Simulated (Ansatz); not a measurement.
Input:

End structure of a constructed model of the (111) surface of fcc Au, a pseudomorphic layer of Mg in the host's stacking (bottom of the slab: a bare face, its two planes held):

```
CELL_PARAMETERS angstrom
      2.93959     0.00000     0.00000
     -1.46980     2.54576     0.00000
      0.00000     0.00000    30.50000
ATOMIC_POSITIONS crystal
  Au 0.33333 0.66667 0.26492
  Au 0.66667 0.33333 0.34361
  Au 0.00000 0.00000 0.42203
  Au 0.33333 0.66667 0.50089
  Au 0.66667 0.33333 0.57998
  Au 0.00000 0.00000 0.66101
  Mg 0.33333 0.66667 0.73664
```

Model: 7-atom slab, 14.3 Å thick at the start, 15x15x1 mesh, Fermi-Dirac 0.1 eV, dipole correction, single point; on the structure that PBE left under its start's symmetry; no spin, no spin-orbit, no U. It is one candidate, not shown to be the stable structure of the face.

Estimate the work function of the top face that r2SCAN, at the PBE geometry in Ansatz (a program for electronic structure) returns for this input.

4.19 eV
